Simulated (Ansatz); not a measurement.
The reference is AlN in the rock salt structure (space group Fm-3m, No. 225; a = 4.045 Å; a model cell, its experimental status unchecked).

It is then changed as follows: hydrostatic tension (pressure −1 GPa).

Levels (all Ansatz, a quantum-chemistry and plane-wave program, PAW): PBEsol (420 eV, no spin-orbit coupling); HSE06 (420 eV, no spin-orbit coupling).

The geometry is relaxed with PBEsol.

* **PBEsol band gap**: 4.51 eV

With HSE06 at the same geometry, the band gap grows by 1.47 eV (4.51 eV → 5.98 eV).

Single points use the geometry relaxed with PBEsol. The hybrid gap comes from the SCF mesh plus the semilocal run's edge points and a few special points and is an upper bound. Load acts through the strain it causes; cell and atoms are relaxed under it. Whether these cells are dynamically stable was not tested. The base started in Pnma and relaxed to Fm-3m at this level. This is not the structure that AlN has at room temperature and ambient pressure.
